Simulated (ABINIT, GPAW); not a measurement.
A GPAW input for a self-consistent single point of YFe2 (Fd-3m, 6 atoms in the cell) (DFT LDA (Perdew-Wang 92), plane waves, GPAW PAW datasets LDA (gpaw-data 1.0.1)):

```python
from ase import Atoms
from ase.units import GPa
from gpaw import GPAW, PW

atoms = Atoms(['Y', 'Y', 'Fe', 'Fe', 'Fe', 'Fe'],
              cell=[[0.000000, 3.674590, 3.674590],
                    [3.674590, 0.000000, 3.674590],
                    [3.674590, 3.674590, 0.000000]],
              positions=[[1.837295, 1.837295, 1.837295],
                         [0.000000, 0.000000, 0.000000],
                         [4.593237, 4.593237, 4.593237],
                         [4.593237, 2.755942, 2.755942],
                         [2.755942, 2.755942, 4.593237],
                         [2.755942, 4.593237, 2.755942]],
              pbc=True)

atoms.set_initial_magnetic_moments([1.0, 1.0, 4.0, 4.0, 4.0, 4.0])

calc = GPAW(spinpol=True,
            mode=PW(850),
            xc='LDA',
            kpts=(5, 5, 5),
            occupations={'name': 'methfessel-paxton', 'width': 0.272, 'order': 0},
            nbands=-12,
            convergence={'forces': 0.001},
            symmetry={'symmorphic': False, 'tolerance': 0.0005},
            maxiter=120,
            txt='-')

atoms.calc = calc

energy = atoms.get_potential_energy()
print('Energy (eV):', round(energy, 6))
forces = atoms.get_forces()
print('Forces (eV/Ang):')
print(forces.round(5))
stress = atoms.get_stress()
print('Stress (GPa, Voigt):', (stress / GPa).round(4))
```

Task: Write the same calculation as an input for ABINIT.

Result: This is the input that was run; spellings and numerical settings could be chosen otherwise.

```
# YFe2, PseudoDojo nc-sr-04 LDA standard
pp_dirpath "./"
pseudos "Y.upf, Fe.upf"
acell 3*1.0 Angstrom
rprim
        -0.0000000000    3.6745900000    3.6745900000
         3.6745900000    0.0000000000    3.6745900000
         3.6745900000    3.6745900000   -0.0000000000
natom 6
ntypat 2
znucl 39 26
typat 1 1 2 2 2 2
xred
         0.2500000000    0.2500000000    0.2500000000
         0.0000000000    0.0000000000    0.0000000000
         0.6250000000    0.6250000000    0.6250000000
         0.1250000000    0.6250000000    0.6250000000
         0.6250000000    0.6250000000    0.1250000000
         0.6250000000    0.1250000000    0.6250000000
ecut 45
ixc 7
nsppol 2
spinat
      0 0 1
      0 0 1
      0 0 4
      0 0 4
      0 0 4
      0 0 4
occopt 7
tsmear 0.272 eV
nband 65
kptopt 1
ngkpt 5 5 5
nshiftk 1
shiftk 0 0 0
nstep 100
toldfe 1.0e-09
prtwf 0
prtden 0
enunit 1
```

Basis settings and potentials, where a program has them, do not carry over. This input uses DFT, LDA (PW92), plane waves, norm-conserving pseudopotentials (PseudoDojo nc-sr-04 LDA standard). LDA parametrisations can differ slightly between programs. Both were run: pressure -14.10 GPa in GPAW and -13.24 in ABINIT; size of the net moment 1.09 μB/atom in GPAW and 1.15 in ABINIT.

On ABINIT: the starting cell comes from a database of computed structures (which also holds hypothetical and non-ambient phases and stackings), without a prior relaxation at this level. The magnetic order is the one reached from the typed start; others were not searched systematically. With a pressure of about -13 GPa the cell is away from its equilibrium volume at this level.

On GPAW: the starting cell comes from a database of computed structures (which also holds hypothetical and non-ambient phases and stackings), without a prior relaxation at this level. The magnetic order is the one reached from the typed start; others were not searched systematically. With a pressure of about -14 GPa the cell is away from its equilibrium volume at this level.
